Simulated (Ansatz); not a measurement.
The parent structure is InP in the zinc blende structure (space group F-43m, No. 216; a = 5.9070 Å). Axes: x, y, z lie along the cube axes.

The values are results of Ansatz (a program for electronic structure) r2SCAN, without spin-orbit coupling, not measurements.

Now apply this change: uniaxial strain ε_zz = −1.00 %, all other strain components held at zero; the atoms relax in the strained cell.

Q: Predict the stress tensor and what it implies for the stiffness.

A: Stress of the strained cell less that of the base (GPa, compression positive):
```
   0.55    0.00    0.00
   0.00    0.55    0.00
   0.00    0.00    0.99
```

Then −Δσ_ii/ε with ε = -0.0100 gives relaxed-ion elastic constants: C33 ≈ 99 GPa, C13 ≈ 55 GPa and C23 ≈ 55 GPa.

Whether these cells are dynamically stable was not tested.
